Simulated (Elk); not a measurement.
Elk run on Al2Pd (P1, 3 atoms in the cell): self-consistent single point.

Computed with Elk with PBEsol, all-electron FP-LAPW, Elk's shipped species files, default APW+lo basis.

The change in words: atoms moved at random. Reference geometry:
```yaml
crystal:
  lattice:
    - [0.00000, 2.94954, 2.94954]
    - [2.94954, 0.00000, 2.94954]
    - [2.94954, 2.94954, 0.00000]
  atoms:
    - { symbol: Al, position: [0.25000, 0.25000, 0.25000] }
    - { symbol: Al, position: [0.75000, 0.75000, 0.75000] }
    - { symbol: Pd, position: [0.00000, 0.00000, 0.00000] }
```

Reference input (self-consistent single point, DFT, PBEsol, all-electron FP-LAPW, Elk's shipped species files, default APW+lo basis): xctype = 22; rgkmax = 7; stype = 0; swidth = 0.00499791 Ha; ngridk = 7 7 7; rmtscf = 0.94. This run's input differs from it in these lines:

```diff
@@ -33,7 +33,7 @@
   2   : natoms; atposl, bfcmt below
-  0.2500000000  0.2500000000  0.2500000000    0.0 0.0 0.0
-  0.7500000000  0.7500000000  0.7500000000    0.0 0.0 0.0
+  0.2347670000  0.2652850000  0.2421000000    0.0 0.0 0.0
+  0.7639790000  0.7486280000  0.7535250000    0.0 0.0 0.0
   'Pd.in'   : spfname
   1   : natoms; atposl, bfcmt below
-  0.0000000000  0.0000000000  0.0000000000    0.0 0.0 0.0
+  0.0012530000  -0.0139130000  0.0043750000    0.0 0.0 0.0
```

Output (repeated stretches shortened):

```
│ Self-consistent loop started │
│ Loop number : 1 │
 total energy                :     -5494.41956812
│ Loop number : 2 │
 total energy                :     -5496.42612743
RMS change in Kohn-Sham potential (target) :   0.7888333111     (  0.1000000000E-05)
Absolute change in total energy (target)   :    2.006559313     (  0.1000000000E-03)
│ Loop number : 3 │
 total energy                :     -5496.17529915
RMS change in Kohn-Sham potential (target) :   0.7823758321     (  0.1000000000E-05)
Absolute change in total energy (target)   :   0.2508115501     (  0.1000000000E-03)
│ Loop number : 4 │
   [... lines left out ...]
Absolute change in total energy (target)   :   0.1442029704E-02 (  0.1000000000E-03)
│ Loop number : 15 │
 total energy                :     -5529.47325566
RMS change in Kohn-Sham potential (target) :   0.2260237823E-06 (  0.1000000000E-05)
Absolute change in total energy (target)   :   0.2056498051E-03 (  0.1000000000E-03)
│ Loop number : 16 │
 total energy                :     -5529.47324299
RMS change in Kohn-Sham potential (target) :   0.1073902876E-06 (  0.1000000000E-05)
Absolute change in total energy (target)   :   0.3874225695E-04 (  0.1000000000E-03)
Convergence targets achieved

│ Loop number : 17 │

Energies :
 Fermi                       :     0.250631492028
 total energy                :     -5529.47323135

Density of states at Fermi energy :    54.77591993
 (states/Hartree/unit cell)

Estimated indirect band gap :   0.5171071738E-03
 from k-point    210 to k-point    291
Estimated direct band gap   :   0.6395221241E-02
 at k-point    251

Charges :
 core                        :    36.00000000
 valence                     :    36.00000000
 interstitial                :    5.062178497
 muffin-tins (core leakage)
  species :    1 (Al)
   atom    1                 :    10.98405761     (  0.9555070009E-03)
   atom    2                 :    10.98313522     (  0.9552906960E-03)
  species :    2 (Pd)
   atom    1                 :    44.97062868     (  0.1747411105E-07)
 total in muffin-tins        :    66.93782150
 total calculated charge     :    71.99423014
 total charge                :    72.00000000
 error                       :   0.5769857166E-02

│ Self-consistent loop stopped │
```

The run converged in 17 iterations. The count includes the last loop, which Elk runs after its targets are met. Against the reference run the total energy goes up by 16.4 meV/atom.

The starting cell comes from a database of computed structures (which also holds hypothetical and non-ambient phases and stackings), without a prior relaxation at this level. For this run, on top of that: atoms moved at random. Spin polarisation is off. Values depend on the basis (sphere radii, cutoffs, local orbitals), which need not be converged. The log's line on a gap gives a spacing of levels on this mesh, which the program prints for metals too.

Cost on one core of a shared machine: roughly 4 min.
